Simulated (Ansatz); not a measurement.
## Li2S, response to strain

The reference is Li$_{2}$S in the anti-fluorite structure (space group Fm-3m, No. 225; a = 5.655 Å).

Strains are applied to the cell and any free atomic positions relax.

Calculations: PBEsol (Ansatz, a program for electronic structure), without spin-orbit coupling.

Candidates:
(a) isotropic strain +1.50 %
(b) isotropic strain −1.50 %
(c) isotropic strain −0.50 %

Before the change:

| Item | Result |
|---|---|
| Band gap | 3.20 eV |

Q: Order them by band gap, lowest first.

A: (b) isotropic strain −1.50 % (3.17 eV), (c) isotropic strain −0.50 % (3.19 eV), (a) isotropic strain +1.50 % (3.23 eV)

Whether these cells are dynamically stable was not tested.
